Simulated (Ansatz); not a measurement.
The parent structure is TaC in the rock salt structure (space group Fm-3m, No. 225; relaxed with 0.1 eV smearing).

```
TaC
1.0
    0.00000     2.22001     2.22001
    2.22001     0.00000     2.22001
    2.22001     2.22001     0.00000
C Ta
1 1
Direct
  0.00000   0.00000   0.00000
  0.50000   0.50000   0.50000
```

Level of theory: PBEsol/PAW in Ansatz (a quantum-chemistry and plane-wave program), no spin-orbit coupling, earlier PAW set.

For the base:

The pressure is 0.0 GPa.

It is then changed as follows: the cell is scaled by 1.0144 in all directions; the atoms relax in the strained cell.

Q: How does this affect the pressure?

A: The pressure goes from zero to -13.5 GPa.

Q: Estimate the effect on the energy relative to the base.

A: The energy grows by 21 meV/atom.

No phonon test of stability was made. All final runs are without spin polarisation. An odd electron count without spin: TaC.
